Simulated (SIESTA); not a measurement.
Band structure of SnSe₂ (P-3m1, 3 atoms in the cell).

```xyz
3
Lattice="1.9050 -3.2996 0.0000 1.9050 3.2996 0.0000 0.0000 0.0000 6.1400" Properties=species:S:1:pos:R:3 pbc="T T T"
Sn     0.0000     0.0000     0.0000
Se     1.9050     1.0999     1.5350
Se     1.9050    -1.0999     4.6050
```

Method: GGA PBE, numerical atomic orbitals TZP, PseudoDojo PBE standard norm-conserving potentials (rewritten from UPF to PSML) (SIESTA).

Settings: XC.functional = GGA; XC.authors = PBE; potentials = PseudoDojo PBE standard; PAO.BasisSize = TZP; PAO.EnergyShift = 0.01 Ry; MeshCutoff = 300 Ry; kgrid.MonkhorstPack = 7 7 4; OccupationFunction = FD; ElectronicTemperature = 50 meV; MaxSCFIterations = 150; SCF.Mixer.Method = Broyden; SCF.Mixer.Weight = 0.1; SCF.Mixer.History = 6; SCF.DM.Tolerance = 1.0E-05.

The starting cell has typed, rounded lattice constants, without a prior relaxation at this level. Values carry the incompleteness of an atom-centred basis.

Question: Predict the gap along the standard path and the places of the band edges.

Answer: The gap along the path is 0.73 eV, from a point between K and Γ to a point between L and M; the smallest direct gap on it is 0.97 eV.

Levels in eV from the top of the valence band on the path, bands 20 to 24:
```
point     20     21     22     23    24
-----  -----  -----  -----  -----  ----
Γ      -0.75  -0.49  -0.49  -0.03  0.95
M      -2.98  -2.79  -1.25  -0.43  1.14
K      -3.83  -3.51  -1.59  -1.59  1.41
A      -0.85  -0.85  -0.35  -0.35  2.30
L      -2.63  -2.04  -0.93  -0.80  0.83
H      -4.34  -3.86  -0.44  -0.44  2.45
```

Higher empty bands are left out: an atom-centred basis made for the valence describes them poorly.
